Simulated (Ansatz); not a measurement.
Consider Au in the fcc (Cu type) structure (space group Fm-3m, No. 225; a = 4.083 Å).

Level of theory: PBEsol, PAW, 420 eV (Ansatz, a program for electronic structure; without spin-orbit coupling).

One change was made to it. Results:

The shortest interatomic distance increases by 0.006 Å, from 2.887 Å to 2.893 Å; the density shrinks by 0.11 g/cm³ to 19.10 g/cm³.

Task: Name the change that was made.
(A) pressure −1 GPa
(B) pressure 9 GPa
(C) pressure −2 GPa

Result: A, pressure −1 GPa. For comparison, the density in the other runs: pressure −2 GPa gives 18.99 g/cm³; pressure 9 GPa gives 20.11 g/cm³.

Load acts through the strain it causes; cell and atoms are relaxed under it. Whether these cells are dynamically stable was not tested. Competing high-pressure phases were not computed.
